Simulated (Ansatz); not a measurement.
## Pressure series in MoS2

Take MoS₂ in the 3R-MoS2 type structure (space group R3m, No. 160; a = 3.1752 Å, c = 18.5848 Å (hexagonal axes); layered, stacked along the Cartesian z axis) as the base.

Cell and atoms are relaxed at each pressure.

The values are results of r2SCAN+rVV10, PAW, 500 eV (Ansatz, a quantum-chemistry and plane-wave program; no spin-orbit coupling), not measurements.

Candidates:
(a) pressure 0.3 GPa
(b) pressure 3 GPa
(c) pressure 5 GPa

For the base:

| Quantity | Result |
|---|---|
| Band gap | 1.02 eV |

### Question
Order them by band gap, lowest first.

### Answer
(c) pressure 5 GPa (0.70 eV), (b) pressure 3 GPa (0.80 eV), (a) pressure 0.3 GPa (1.00 eV)

Load acts through the strain it causes; cell and atoms are relaxed under it. Whether these cells are dynamically stable was not tested. No other phases were tried under pressure.
